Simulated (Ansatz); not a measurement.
Worked example: self-consistent single point of Y2CuTe4 (Fd-3m, 14 atoms in the cell) in Ansatz (a quantum-chemistry and plane-wave program).

Level of theory: PBE (plane waves, PAW; Ansatz).

```xyz
14
Lattice="0.0000 6.0516 6.0516 6.0516 0.0000 6.0516 6.0516 6.0516 0.0000" Properties=species:S:1:pos:R:3 pbc="T T T"
Y      1.5129     1.5129     1.5129
Y      1.5129     4.5387     4.5387
Y      4.5387     1.5129     4.5387
Y      4.5387     4.5387     1.5129
Cu     9.0774     9.0774     9.0774
Cu     6.0516     6.0516     6.0516
Te     4.3886     4.3886     4.3886
Te     4.3886     7.7146     7.7146
Te     7.7146     4.3886     7.7146
Te     7.7146     7.7146     4.3886
Te    10.7404    10.7404    10.7404
Te    10.7404     7.4145     7.4145
Te     7.4145    10.7404     7.4145
Te     7.4145     7.4145    10.7404
```

Reference input (self-consistent single point, DFT, PBE, plane waves, default PAW files): basis.ecutwfc = 420 eV; kpoints.mp_grid.grid = 3 3 3; hamiltonian.xc = pbe; hamiltonian.pseudopotentials = {kind: paw} (the program's default PAW files); scf.occupations.method = gaussian; scf.occupations.width = 0.2 eV. This run's input differs from it in these lines:

Ansatz 0.2 input:
```diff
@@ -21,3 +21,3 @@
 basis:
-  ecutwfc: 420.0
+  ecutwfc: 335.0
 kpoints:
```

Output, abridged:

```
SCF iter   1: F=—  HF=-84494.937767 eV  |F-HF|=—  |Δ(HF+E_count)|=         —  Δρ=1.94e-3  dr2=2.22e-2  ethr=1.77e-3  ⟨swp⟩=6.0  Hψ=1821  notcnv=0
all-band conjugate gradients solve this SCF's bands
preconditioner: auto → LDOS
SCF iter   2: F=—  HF=-84494.949736 eV  |F-HF|=—  |Δ(HF+E_count)|=   1.20e-2  Δρ=4.69e-3  dr2=8.41e-2  ethr=1.06e-5  ⟨swp⟩=2.0  Hψ=999  notcnv=0
SCF iter   3: F=—  HF=-84494.937007 eV  |F-HF|=—  |Δ(HF+E_count)|=   1.27e-2  Δρ=5.34e-4  dr2=3.45e-3  ethr=1.06e-5  ⟨swp⟩=2.0  Hψ=867  notcnv=0
SCF iter   4: F=—  HF=-84494.938791 eV  |F-HF|=—  |Δ(HF+E_count)|=   1.78e-3  Δρ=1.63e-3  dr2=7.21e-3  ethr=1.64e-6  ⟨swp⟩=2.0  Hψ=873  notcnv=0  recentre
SCF iter   5: F=—  HF=-84494.937234 eV  |F-HF|=—  |Δ(HF+E_count)|=   1.56e-3  Δρ=1.37e-4  dr2=8.03e-5  ethr=1.64e-6  ⟨swp⟩=2.0  Hψ=867  notcnv=0
SCF iter   6: F=—  HF=-84494.937209 eV  |F-HF|=—  |Δ(HF+E_count)|=   2.59e-5  Δρ=3.84e-5  dr2=3.92e-6  ethr=3.83e-8  ⟨swp⟩=2.0  Hψ=823  notcnv=0
SCF iter   7: F=-84494.937217 eV  HF=-84494.937216 eV  |F-HF|=8.86e-7  |Δ(HF+E_count)|=   7.61e-6  Δρ=8.90e-6  dr2=9.03e-8  ethr=4.76e-11  ⟨swp⟩=9.8  Hψ=2640  notcnv=0
SCF 1 converged in 7 iterations: F = -84494.937217 eV  dr2 = 9.03e-8
Free energy (F): -84494.937217 eV
Internal energy: -84494.823370 eV  (E = F + TS)
E sigma→0 (E₀):  -84494.880294 eV
Entropy (-TS):   -0.113847 eV (-8.132 meV/atom)
Fermi energy:    7.850130 eV
--- Forces (eV/Å), atoms counted from 1 ---
  atom   1  Y      0.00000000     0.00000000    -0.00000000
  atom   2  Y      0.00000000     0.00000000     0.00000000
  atom   3  Y      0.00000000    -0.00000000    -0.00000000
  atom   4  Y      0.00000000    -0.00000000     0.00000000
  atom   5  Cu    -0.00000000    -0.00000000    -0.00000000
  atom   6  Cu    -0.00000000     0.00000000     0.00000000
  atom   7  Te     1.52978236     1.52978236     1.52978236
  atom   8  Te     1.52978236    -1.52978236    -1.52978236
   [... lines left out ...]
  atom  14  Te     1.52978236     1.52978236    -1.52978236
--- Stress (GPa, compression-positive) ---
        6.907325       0.000000       0.000000
        0.000000       6.907325       0.000000
        0.000000       0.000000       6.907325
  P = ⅓ Tr σ = 6.9073 GPa (69.073 kbar)
  The stress holds the Pulay correction. Without it, at fixed plane waves, as pw.x and ABINIT print it: P = 6.3025 GPa
```

The run converged in 7 iterations. Against the reference run the free energy goes up by 7.9 meV/atom, the pressure stays at 6.91 GPa and the largest force moves little (2.652 to 2.650 eV/Å).

The starting cell was generated: these elements placed on a structure prototype, without a prior relaxation; it need not be a known phase or ordering of this composition. Spin-orbit coupling is off. Spin polarisation is off. Forces in this geometry exceed 1 eV/Å. Ansatz's pressure includes its estimate of the finite-basis (Pulay) stress. Without the estimate this run gives 6.30 GPa. The cutoff lies below the one recommended for these files.
